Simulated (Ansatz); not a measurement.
# Fermi-surface data of Zr (P6_3/mmc)

Given:

```
Zr
1.0
    3.22804     0.00000     0.00000
   -1.61402     2.79557     0.00000
    0.00000     0.00000     5.05880
Zr
2
Direct
  0.33333   0.66667   0.25000
  0.66667   0.33333   0.75000
```

Calculation: PBEsol, rigid bands (plane waves, PAW, scalar-relativistic; Ansatz, a program for electronic structure). Condition of this run: biaxial stress xx = yy = -2 GPa (compression positive) (the target of the relaxation). Geometry: cell and atoms relaxed with PBEsol, then loaded as said.

The density of states at the Fermi level is 1.88 states/(eV·cell), both spins and the bare Sommerfeld coefficient comes out as 2.2 mJ/(mol of atoms·K²). The drude plasma energy is 4.0 (x), 4.0 (y), 4.3 (z) eV and the root-mean-square Fermi velocity is 4.0e5 m/s. The resistivity times τ is 30 (x), 30 (y), 26 (z) ×10⁻²² Ω·m·s.

A metal at this level (no band gap); rigid bands, thermally averaged at 300 K, both spins. Spin-orbit coupling is left out. τ is one relaxation time for all states.
